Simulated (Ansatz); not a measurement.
```xyz
2
Lattice="13.5000 0.0000 0.0000 0.0000 11.0000 0.0000 0.0000 0.0000 2.5071" Properties=species:S:1:pos:R:3 pbc="T T T"
Os     5.7149     5.5000     0.0000
Os     7.7851     5.5000     1.2535
```

These are PBE (plane waves to 420 eV, PAW; Ansatz, a first-principles code) values and carry that method's errors. Mesh 1×1×124. Collinear spin, started with parallel moments, and moments remain. It repeats along c; a and b span vacuum. A model structure. Only distortions within the start's symmetry and period were free. Pairing along the axis, which can open a gap, is among the distortions not tried. Values not marked SOC lack spin–orbit coupling. No Hubbard term is applied. Fermi–Dirac width 0.02 eV.

### Question
Say what this body is, and give its properties.

### Answer
Free triangular strip chain of Os atoms. A hypothetical model.
- net spin moment = 1.15 μB a period
- energy with the moments antiparallel, same geometry = +8 meV a period, net moment 0.00 μB
- PBE gap = none (under 0.01 eV)
